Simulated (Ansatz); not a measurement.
```
MgS
1.0
    0.00000     2.82589     2.82589
    2.82589     0.00000     2.82589
    2.82589     2.82589     0.00000
Mg S
1 1
Cartesian
  0.00000   0.00000   0.00000
  4.23884   4.23884   4.23884
```

The cell is a database entry relaxed within its symmetry; it need not be the phase found at ambient conditions. 

List the harmonic phonon frequencies (cm⁻¹; finite displacements on a 6×6×6 mesh, PBEsol in Ansatz, an electronic-structure program, k mesh 6×6×6) at q = (0.167, -0.500, -0.333), (0.167, 0.333, -0.500), (0.000, 0.167, -0.167), in fractions of this cell's reciprocal vectors. At Γ leave out the LO-TO shift.


- (0.167, -0.500, -0.333): 136, 147, 268, 313, 332, 335
- (0.167, 0.333, -0.500): 109, 138, 224, 328, 333, 354
- (0.000, 0.167, -0.167): 60, 102, 161, 330, 332, 390
